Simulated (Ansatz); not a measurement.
GaAs under load (space group P6_3mc), r2SCAN with spin-orbit coupling, rigid bands run with Ansatz (a quantum-chemistry and plane-wave program). Condition of this run: uniaxial stress along c of 1.2 GPa (compression positive) (the target of the relaxation). Band gap 0.91 eV, N_c = 2.76e18 cm⁻³ and N_v = 6.39e18 cm⁻³ at 300 K, conductivity masses along z (a = (3.99, 0.00, 0.00) Å; b = (-2.00, 3.46, 0.00) Å; c = (0.00, 0.00, 6.52) Å) of 0.950 mₑ (electrons) and 0.774 mₑ (holes). Take k_BT = 0.02585 eV.

Question: A film of it is 2 nm thick, with its normal along the direction named. Estimate the confinement energies in an infinite well.

Answer: ħ²π²/(2m t²) = 0.376 eV·nm²/(m/mₑ × t²) gives 99.0 meV for electrons and 121 meV for holes, so the gap would widen to about 1.13 eV. Finite barriers and nonparabolic bands lower this, and with several valleys or bands the heaviest mass along the normal sets the lowest level, not this average.

Question: What thermal injection velocity √(2k_BT/πm) limits a ballistic channel along the direction named?

Answer: 5.52e6 cm/s for electrons and 6.12e6 cm/s for holes, a ratio of √(m_h/m_e) = 0.903, for dilute carriers.

Question: Find the intrinsic carrier density and the intrinsic Fermi level.

Answer: n_i = √(N_c N_v) exp(−E_g/2k_BT) = 4.20e18 × exp(−17.60) = 9.5e10 cm⁻³. The level lies (k_BT/2) ln(N_v/N_c) = 11 meV from mid-gap (positive towards the conduction band). Each 0.1 eV added to the gap lowers n_i by a factor of 6.9.

Rigid bands with the computed gap; masses take one relaxation time for all states. Geometry: cell and atoms relaxed with PBEsol.
